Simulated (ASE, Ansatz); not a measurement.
A thermal frame of composition ZrCu, cell Zr24Cu24, brought to this temperature after a much hotter stage [in the CHGNet run: it was liquid; mean temperature 1520 K (target 1510 K); density 6.77 g/cm³, volume +5 % from the start cell's], from MD with the machine-learned potential CHGNet 0.3.0 in ASE at 1510 K. Calculation: PBE (plane waves, PAW; Ansatz, a quantum-chemistry and plane-wave program).

```yaml
plane_wave_cutoff: 420 eV
k-points: one point, (1/4, 1/4, 1/4)
Fermi-Dirac width: 0.130 eV
spin: not polarised; no spin-orbit coupling
```

A check of the k-sampling: on the last frame of the same run a denser mesh moved the PBE forces by 0.051 eV/Å rms, the static pressure by -0.01 GPa and the free energy by -1 meV/atom.

```xyz
48
Lattice="9.6927 0.0000 0.0000 0.0000 9.6927 0.0000 0.0000 0.0000 9.6927" Properties=species:S:1:pos:R:3:forces:R:3 pbc="T T T"
Cu    3.5907    5.8121    9.0351   0.232   0.157   0.339
Cu    4.9459   -1.3419    3.1375   1.032   1.105   0.190
Cu    4.9816    6.2470    1.3330   0.618   0.049  -0.397
Cu    0.7780   -0.2659    8.5294   1.082  -0.114  -0.235
Cu    4.7606    4.3743    4.0292  -0.296  -0.361   1.948
Cu   -0.6358    7.6998   -0.3494  -0.130  -0.735   0.222
Cu    5.2804   -1.1262   10.4698   0.198  -0.936  -0.595
Cu    3.7417    7.7514    5.5470  -0.295  -0.123   1.774
Cu    5.2405    2.1131    3.5056   0.445  -0.647   0.608
Cu    1.4794    1.7753    7.2142   1.904   0.487   0.336
Cu    4.5095    0.6772    1.7870  -0.918   0.628  -0.421
Cu   -0.1966   -2.1978    4.3337  -0.762  -0.399   1.187
Cu    0.6205    4.1494    6.6248   0.463  -0.916   0.342
Cu   -0.3601    1.5956    5.7181   0.062   0.428  -0.215
Cu    1.3736    5.6845    4.9465  -0.127   1.046   0.115
Cu    3.5150    1.7955    5.8897   0.614   0.423   0.012
Cu    6.8679    9.6268    9.1191   0.675  -0.868  -0.332
Cu    6.4366    1.7544   -2.1086  -0.206  -0.188  -0.039
Cu    3.7973    2.7291   -1.0081  -0.095   0.363  -0.009
Cu    8.8911    4.4320    4.1970   1.203   1.283   0.335
Cu    8.3252    5.0485    9.9462   0.075   0.471  -0.495
Cu    0.5295   -0.6873    2.6681   0.813  -0.131   0.159
Cu   -0.9602    0.4556   11.0419  -0.544  -0.661  -1.380
Cu    2.6257    0.8582   12.7710  -0.254  -0.173   1.029
Zr    6.2298    6.6389    5.0357   0.658  -0.005  -0.289
Zr    7.1878    2.9958    5.2576  -1.755  -0.967   0.507
Zr    1.5131    6.8824    7.4314  -0.317   0.707   0.294
Zr   -0.5385    2.2677   -1.1737  -2.588   0.395   0.315
Zr    5.9909    6.9713    8.2588  -0.202   1.826  -0.090
Zr    3.7961    0.0956    8.3412   0.384  -0.650  -0.466
Zr    4.1964    3.6874    1.6562  -2.228  -0.254  -1.443
Zr    6.0982    4.2950    8.4369  -0.544  -1.191   1.207
Zr    7.6181    7.3912   11.7589  -0.230   0.874  -0.699
Zr   -3.2163    2.0726    0.8037  -0.291  -0.352  -0.025
Zr    6.8711    4.5349    2.5546  -0.544   0.742  -0.350
Zr    2.4936    7.9684   10.6536   0.226   0.450  -0.688
Zr    0.6576    6.0041    2.2381  -0.300  -0.509   0.033
Zr    1.7231    3.2629    4.3647   0.410  -1.091  -1.184
Zr    3.4822   -3.2213    3.4640  -1.760  -1.107  -0.226
Zr    8.9672    2.9499    1.8571   2.216   0.224   0.528
Zr    3.4946    4.7209    6.5851   0.472  -0.346  -0.449
Zr   -1.5610    5.3003    6.8953   1.088   1.326   0.193
Zr    7.6995   -0.0600    4.1386   0.927   0.637  -1.679
Zr    8.3943   -0.6842    6.9828  -0.833  -0.634  -0.297
Zr    1.5831   -0.2990    5.5216   0.049  -0.238  -1.041
Zr    1.7451    1.4225    0.6412   0.293   0.058   0.562
Zr    5.4589    9.7212    5.4642  -0.921   0.231   1.063
Zr    1.3788    4.4574   -0.3269   0.000  -0.312  -0.254
```

| Item | Result |
|---|---|
| free energy on this k-sampling (the code's own zero, frozen cores included) | -259408.0 eV |
| static pressure (no kinetic part) | -0.72 GPa |
| rms force component | 0.791 eV/Å |
| largest force | 2.67 eV/Å on atom 31 |
